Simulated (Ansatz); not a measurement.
The reference is Si (space group P6_3/mmc, No. 194; a = 3.832 Å, c = 6.342 Å; a cell from a computed database, its experimental status unchecked). Axes: x lies along a and z along c of the hexagonal cell.

Method: r2SCAN (Ansatz, an electronic-structure program), without spin-orbit coupling, earlier PAW set.

Strains are applied to the cell and any free atomic positions relax; under biaxial strain the out-of-plane vector relaxes too.

One change was made to it. Results:

```json
[
 {"quantity": "band gap", "base": "0.61 eV", "after": "0.46 eV"},
 {"quantity": "valence-band top at Γ (three highest levels, from the VBM)", "base": "0.00, 0.00, -0.38 eV", "after": "0.00, -0.12, -0.52 eV"},
 {"quantity": "smallest direct gap", "base": "1.36 eV", "after": "0.99 eV"},
 {"quantity": "pressure (mean of the normal stresses, compression positive)", "base": "0.00 GPa", "after": "-3.45 GPa"}
]
```

Problem. Name the change that was made.
A. strain tensor (xx, yy, zz, yz, xz, xy) = (−0.91, +0.45, −1.86, −1.34, −1.95, −1.08) %
B. biaxial strain +0.59 %, plane normal [001], relaxed out of plane
C. strain tensor (xx, yy, zz, yz, xz, xy) = (+1.90, +1.56, +0.47, +0.31, −2.63, −0.49) %

Solution. C, strain tensor (xx, yy, zz, yz, xz, xy) = (+1.90, +1.56, +0.47, +0.31, −2.63, −0.49) %. For comparison, the band gap in the other runs: biaxial strain +0.59 %, plane normal [001], relaxed out of plane gives 0.61 eV; strain tensor (xx, yy, zz, yz, xz, xy) = (−0.91, +0.45, −1.86, −1.34, −1.95, −1.08) % gives 0.06 eV.

Whether these cells are dynamically stable was not tested. This is not the structure that Si has at room temperature and ambient pressure. The zero or small gap of Si under strain tensor (xx, yy, zz, yz, xz, xy) = (−0.91, +0.45, −1.86, −1.34, −1.95, −1.08) % can change with the level of theory.
